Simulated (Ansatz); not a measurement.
**Ge (P6₃/mmc, No. 194, 8 atoms in the cell; start mp-1091415; another form than the element's usual one)**

The numbers are results of r²SCAN in Ansatz (plane waves, PAW), not measurements.

Settings: plane-wave cutoff 560 eV, 18×18×4 k mesh (along the axes of the cell as run), Fermi–Dirac smearing 0.05 eV, scalar-relativistic PAW data made under PBE.

Cell (relaxed at this level):

```cif
data_Ge8
_chemical_formula_sum 'Ge8'
_space_group_name_H-M_alt 'P 1'
_space_group_IT_number 1
_cell_length_a 4.00246
_cell_length_b 4.00246
_cell_length_c 13.14939
_cell_angle_alpha 90.000
_cell_angle_beta 90.000
_cell_angle_gamma 120.000
loop_
_space_group_symop_operation_xyz
  'x, y, z'
loop_
_atom_site_label
_atom_site_type_symbol
_atom_site_fract_x
_atom_site_fract_y
_atom_site_fract_z
_atom_site_occupancy
Ge1 Ge 0.00000 0.00000 0.40684 1
Ge2 Ge 0.00000 0.00000 0.59316 1
Ge3 Ge 0.00000 0.00000 0.90684 1
Ge4 Ge 0.00000 0.00000 0.09316 1
Ge5 Ge 0.33333 0.66667 0.34411 1
Ge6 Ge 0.66667 0.33333 0.65589 1
Ge7 Ge 0.66667 0.33333 0.84411 1
Ge8 Ge 0.33333 0.66667 0.15589 1
```

- band gap: 0.28 eV (on the SCF k mesh)
- bulk modulus B0: 71.5 GPa

Note: the relaxation could not lower the start's symmetry, so the cell can be a saddle point above a distorted one; the bulk modulus is −V dP/dV from two relaxed cells at ±2 % in volume.

Spin–orbit coupling is not included.

Computed values are for the static lattice.

The result took very roughly 5 core-minutes.

A start named mp-… is a Materials Project structure, which need not be a measured phase.

Ansatz is a first-principles code.
